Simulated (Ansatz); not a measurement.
Take Ca in the fcc (Cu type) structure (space group Fm-3m, No. 225; a = 5.4558 Å; relaxed with 0.1 eV smearing) as the base.

All numbers come from PBEsol/PAW in Ansatz (an electronic-structure program), no SOC.

Before the change:

The pressure comes out as 0.0 GPa.

One thing is altered: every lattice vector is shortened by 1.50 %, atoms relaxed at fixed cell.

Q: What happens to the pressure and energy relative to the base?

A: The pressure goes from zero to 0.9 GPa; the energy rises by 4.9 meV/atom.

The cells carry an imposed strain or load. Stability against distortions was not tested.
